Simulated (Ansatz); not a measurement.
Take PbBrF in the PbFCl type structure (space group P4/nmm, No. 129; a = 4.117 Å, c = 7.397 Å; a model cell) as the base. Axes: x, y, z lie along a, b, c of the conventional cell.

The values are results of PBEsol-D3(BJ)/PAW in Ansatz (an electronic-structure program), without spin-orbit coupling, not measurements.

For the base:

- Pressure: 0.00 GPa
- Volume per atom: 20.90 Å³

Modification: compressive biaxial strain of 2.40 % in the plane normal to [001], as in epitaxy on a mismatched substrate; the out-of-plane cell vector and the atoms relax.

Task: What happens to the pressure?

Result: The pressure (mean of the normal stresses, compression positive) goes from zero to 1.16 GPa.

Task: Predict the new volume per atom.

Result: The volume per atom shrinks by 0.24 Å³ (20.90 Å³ → 20.66 Å³).

Whether these cells are dynamically stable was not tested.
